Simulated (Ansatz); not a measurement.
Input and output of a self-consistent single point for TlIO₃ (R3m, 5 atoms in the cell) (Ansatz, an electronic-structure program)

Level of theory: PBEsol, default PAW files made with PBE (plane waves; Ansatz).

This input was run:

Ansatz 0.2 input:
```yaml
crystal:
  lattice:
    - [3.160247, 1.824569, 2.663399]
    - [-3.160247, 1.824569, 2.663399]
    - [0.000000, -3.649140, 2.663399]
  atoms:
    - { symbol: Tl, position: [0.015008, 0.015008, 0.015008] }
    - { symbol: I, position: [0.501860, 0.501860, 0.501860] }
    - { symbol: O, position: [0.903280, 0.461890, 0.461890] }
    - { symbol: O, position: [0.461890, 0.903280, 0.461890] }
    - { symbol: O, position: [0.461890, 0.461890, 0.903280] }
basis:
  ecutwfc: 420.0
kpoints:
  mp_grid: { grid: [6, 6, 6] }
hamiltonian:
  xc: pbesol
  pseudopotentials: { kind: paw }
scf:
  occupations: { method: fermi_dirac, width: 0.02 }
output:
  forces: true
  eigenvalues: true
  stress: true
```

Output, abridged:

```
WARN ansatz: RAYON_NUM_THREADS=1 ignored (pool sized by the plan → 1); use --threads N
Pseudopotentials: kind: paw
Pseudopotential: Tl, paw, valence charge 13
Pseudopotential: I, paw, valence charge 17
Pseudopotential: O, paw, valence charge 6
Crystal: 5 atoms, lattice volume = 92.144 Å³
Basis set: ecut = 420 eV, 1797 PW (Γ), exchange–correlation on 64×64×64 points (8 copies of the dense FFT grid, shifted against one another)
Bands: 29, of which v1, the nominal top of the filled ones, is band 24 counted from 1 (23 counted from 0)
Symmetry: 6 space group operations
Space group: R3m (ITA 160), of the structure as read, at distance tolerance 4.5e-5 Å
k-points: 32 of 216 (time reversal used)
PAW frozen core: Tl, regenerated for the run's functional, and the local potential with it
PAW frozen core: I, regenerated for the run's functional, and the local potential with it
PAW frozen core: O, regenerated for the run's functional, and the local potential with it
Initial density: superposition of atomic densities (neutral atoms: chi_scale 0, normalization atom), corrected by the library's trained network
Initial wavefunctions: pseudopotential atomic-orbital guess
Eigensolver: davidson
Functional: x = pbesol(κ = 0.804, μ = 0.12345679012345678), c = pbesol(β = 0.046)
SCF iter   1: F=—  HF=-20405.643341 eV  |F-HF|=—  |Δ(HF+E_count)|=         —  Δρ=1.47e-2  dr2=1.81e-1  ethr=1.77e-3  ⟨swp⟩=7.9  Hψ=5032  notcnv=0
all-band conjugate gradients solve this SCF's bands
preconditioner: auto → Resta (q_TF=auto, 2.447 Å⁻¹)
SCF iter   2: F=—  HF=-20405.599686 eV  |F-HF|=—  |Δ(HF+E_count)|=   4.37e-2  Δρ=3.65e-3  dr2=7.39e-3  ethr=3.77e-4  ⟨swp⟩=3.0  Hψ=1896  notcnv=0  defer=32
SCF iter   3: F=—  HF=-20405.598386 eV  |F-HF|=—  |Δ(HF+E_count)|=   1.30e-3  Δρ=1.28e-3  dr2=1.45e-3  ethr=1.54e-5  ⟨swp⟩=2.3  Hψ=1563  notcnv=0  defer=32
SCF iter   4: F=—  HF=-20405.598351 eV  |F-HF|=—  |Δ(HF+E_count)|=   3.48e-5  Δρ=2.53e-4  dr2=8.23e-5  ethr=3.03e-6  ⟨swp⟩=2.3  Hψ=1602  notcnv=0  defer=32
SCF iter   5: F=—  HF=-20405.598333 eV  |F-HF|=—  |Δ(HF+E_count)|=   1.81e-5  Δρ=5.79e-5  dr2=4.66e-6  ethr=1.71e-7  ⟨swp⟩=2.2  Hψ=1382  notcnv=0  defer=32
SCF iter   6: F=—  HF=-20405.598335 eV  |F-HF|=—  |Δ(HF+E_count)|=   1.81e-6  Δρ=1.82e-5  dr2=2.99e-7  ethr=9.71e-9  ⟨swp⟩=2.0  Hψ=1671  notcnv=0  defer=32
SCF iter   7: F=-20405.598335 eV  HF=-20405.598335 eV  |F-HF|=2.20e-8  |Δ(HF+E_count)|=   2.49e-7  Δρ=4.84e-6  dr2=2.50e-8  ethr=2.08e-10  ⟨swp⟩=11.1  Hψ=4345  notcnv=0
SCF 1 converged in 7 iterations: F = -20405.598335 eV  dr2 = 2.50e-8
SCF converged after 7 iterations
Free energy (F): -20405.598335 eV
Harris-Foulkes:  -20405.598335 eV  (|F-HF|=2.20e-8)
Internal energy: -20405.598335 eV  (E = F + TS)
E sigma→0 (E₀):  -20405.598335 eV
Fermi energy:    7.250089 eV
--- Per-component energies (eV) ---
  E_band       = -453.333220
  E_kinetic    = 1044.170048
  E_local      = -4170.150323  (includes V_loc(G=0)·N_el)
  E_nonlocal   = 375.727716
  E_hartree    = 1818.471932
  E_xc         = -574.068572
  E_vxc        = -549.998318  (∫ρ·V_xc dr)
  E_paw        = -15206.487367  (= ΣΔE_a)
  E_vpaw       = -790.034700  (= ΣTr[D̂ρ^β])
  E_aug_tail   = 0.007484  (compensation charges beyond the density's cutoff)
  E_ewald      = -3693.825524
  E_core_change = 0.556271  (= ΣΔE_core)
  E_smearing   = -0.000000  (= −TS)
  E_closure    = -0.000000  (closes the sum)
  Σ components = -20405.598335   (vs F -20405.598335, Δ=0.00e0)
--- Forces (eV/Å), atoms counted from 1 ---
  atom   1  Tl     0.00000000    -0.00000000     0.00442361
  atom   2  I      0.00000000     0.00000004    -0.34826448
  atom   3  O      0.29003132     0.16744965     0.11461985
  atom   4  O     -0.29003132     0.16744965     0.11461985
  atom   5  O     -0.00000000    -0.33489933     0.11461979
  max |Σ_I F_I| component: 1.86e-5 eV/Å
--- Stress (GPa, compression-positive) ---
        0.016481       0.000000      -0.000000
       -0.000000       0.016481       0.000000
       -0.000000       0.000000      -0.272635
  P = ⅓ Tr σ = -0.0799 GPa (-0.799 kbar)
  The stress holds the Pulay correction. Without it, at fixed plane waves, as pw.x and ABINIT print it: P = -0.5151 GPa
--- Band table (eV; the first three rows and the last of 32) ---
  k-point 0: bands = ["-40.8489", "-40.8489", "-40.7350", "-40.7350", "-40.6839", "-14.1234", "-11.0352", "-11.0352", "-3.4173", "-3.0481", "-3.0481", "-3.0053", "-3.0053", "-3.0040", "-0.2267", "-0.1265", "-0.1265", "3.0689", "4.3016", "4.3016", [...]
  k-point 1: bands = ["-40.8489", "-40.8488", "-40.7350", "-40.7349", "-40.6839", "-14.0822", "-11.1003", "-11.0337", "-3.6807", "-3.0514", "-3.0275", "-3.0097", "-3.0065", "-3.0042", "-0.3246", "-0.0978", "0.5217", "2.8490", "4.1661", "4.3072", [...]
  k-point 2: bands = ["-40.8489", "-40.8486", "-40.7350", "-40.7348", "-40.6839", "-13.9938", "-11.2375", "-11.0306", "-4.0612", "-3.0532", "-3.0403", "-3.0138", "-3.0038", "-2.9866", "-0.2257", "-0.0372", "1.2883", "2.7229", "3.9575", "4.2441", [...]
  k-point 31: bands = ["-40.8484", "-40.8484", "-40.7348", "-40.7348", "-40.6840", "-13.6164", "-11.3493", "-11.3493", "-5.8248", "-2.9989", "-2.9989", "-2.9781", "-2.9677", "-2.9677", "1.5697", "1.9086", "1.9086", "3.1449", "3.1449", "3.5529", [...]
```

The run converged in 7 iterations.

The starting cell comes from a database of computed structures (which also holds hypothetical and non-ambient phases and stackings), without a prior relaxation at this level. Its lattice was rescaled by up to half a per cent. One atom was moved a little off its site on purpose. Spin-orbit coupling is off. Ansatz's pressure includes its estimate of the finite-basis (Pulay) stress.
